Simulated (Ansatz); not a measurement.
An Ansatz (a first-principles code) input for Mg-slab alone, frozen as in the stack:

Ansatz 0.2 input:
```yaml
crystal:
  lattice:
    - [3.153981838, 0.0, 0.0]
    - [-1.576990919, 2.731428395, 0.0]
    - [0.0, 0.0, 31.7]
  atoms:
    - { symbol: Mg, position: [0.333333333, 0.666666667, 0.464964608] }
    - { symbol: Mg, position: [0.666666667, 0.333333333, 0.543979833] }
    - { symbol: Mg, position: [0.333333333, 0.666666667, 0.62347777] }
    - { symbol: Mg, position: [0.666666667, 0.333333333, 0.704944302] }
  symmetry: { detect: true }
basis:
  ecutwfc: 500
  ecutrho_ratio: 4
  xc_grid: 4
kpoints:
  mp_grid: { grid: [15, 15, 1] }
hamiltonian:
  xc: r2scan
  dispersion: none
  pseudopotentials: { kind: paw }
scf:
  n_extra_bands: 14
  occupations: { method: fermi_dirac, width: 0.05 }
  convergence: { dr2_threshold: 0.000000001 }
output:
  eigenvalues: true
efield:
  axis: 3
  dipole_correction: true
```

All values below come from r2SCAN (plane waves to 500 eV, PAW; Ansatz). No spin–orbit coupling. Its k-point mesh 15×15×1, Fermi–Dirac width 0.05 eV. A dipole correction is on.

What does the end of the output print (band table and long remarks left out, numbers rounded to eight decimals)?


```
SCF converged after 10 iterations
an eigenvalue changed by more than its tolerance at an iteration that met the thresholds in force, so the SCF went on 2 times, its first undamped step at …
Free energy (F): -7704.955760 eV
Harris-Foulkes:  -7704.955760 eV  (|F-HF|=1.23e-10)
Internal energy: -7704.943155 eV  (E = F + TS)
E sigma→0 (E₀):  -7704.949457 eV
Entropy (-TS):   -0.012605 eV (-3.151 meV/atom)
Fermi energy:    -0.672148 eV
Dipole field:    D = 0.000262 V/Å  (p = 0.000395 e·Å, saw-weighted, corrected)
Work function:   Φ+ = 3.8945 eV   Φ− = 3.9028 eV
Levels:          The Fermi level and band energies are counted from a zero that moves with the ramp; work functions are not
--- Per-component energies (eV) ---
  E_band       = -1737.084293
  E_kinetic    = 296.735378
  E_local      = -48431.035409  (includes V_loc(G=0)·N_el)
  E_nonlocal   = 383.732301
  E_hartree    = 23164.522246
  E_xc         = -104.773313
  E_vxc        = -152.228667  (∫ρ·V_xc dr)
  E_paw        = -1185.035604  (= ΣΔE_a)
  E_vpaw       = -173.375623  (= ΣTr[D̂ρ^β])
  E_aug_tail   = -0.000006  (compensation charges beyond the density's cutoff)
  E_vtau       = 10.042053  (kinetic-family band-sum trace: ∫τ·v_τ [+ j·A + Jᵃ·Aᵃ] dr)
  E_efield     = 0.000000  (sawtooth field / dipole correction)
  E_vefield    = 0.000204  (∫n·V_field dr)
  E_ewald      = 18171.016085
  E_core_change = -0.104833  (= ΣΔE_core)
  E_smearing   = -0.012605  (= −TS)
  E_closure    = 0.000000  (closes the sum)
  Σ components = -7704.955760   (vs F -7704.955760, Δ=0.00e0)
```

Cost: about 40 core-seconds (a rough figure).
